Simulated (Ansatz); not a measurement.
## Ag (model structure, P6/mmm, No. 191): cohesive energy by level of theory

No measured value is used here.

| level (code) | value (eV/atom) | cell (Å³/atom) |
|---|---|---|
| LDA (Ansatz) | 3.40 | 17.35 |
| PBE (Ansatz) | (withheld) | 19.43 |
| PBEsol (Ansatz) | 2.86 | 18.08 |
| r²SCAN (Ansatz) | 2.68 | 18.76 |

What belongs in the gaps?


- PBE (Ansatz, an electronic-structure program), value (eV/atom): 2.34

Each level is taken at its own relaxed cell. Cutoffs differ between the levels. Ansatz's density-functional and Hartree–Fock values are scalar-relativistic unless marked +SOC, with PAW data made under PBE.

A model structure was made by putting elements into a prototype or built by hand; it is no filed structure, need not be a known phase, and can be a saddle point held by its symmetry.
